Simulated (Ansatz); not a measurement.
The reference is Zr in the hcp (Mg type) structure (space group P6_3/mmc, No. 194; a = 3.144 Å, c = 5.093 Å; relaxed with 0.1 eV smearing).

All numbers come from LDA, PAW, 420 eV (Ansatz, a program for electronic structure; no SOC).

Strains are applied to the cell and any free atomic positions relax.

One change was made to it. Results:

The energy increases by 1.6 meV/atom; the pressure (mean of the normal stresses, compression positive) goes from zero to 1.6 GPa.

Q: Which change produced these results?
(A) isotropic strain +0.50 %
(B) isotropic strain −1.00 %
(C) isotropic strain −0.50 %
(D) isotropic strain −2.00 %
(E) isotropic strain +2.00 %

A: C, isotropic strain −0.50 %. For comparison, the pressure in the other runs: isotropic strain +2.00 % gives -5.6 GPa; isotropic strain +0.50 % gives -1.5 GPa; isotropic strain −2.00 % gives 6.9 GPa; isotropic strain −1.00 % gives 3.3 GPa.

No phonon test of stability was made. All final runs are without spin polarisation.
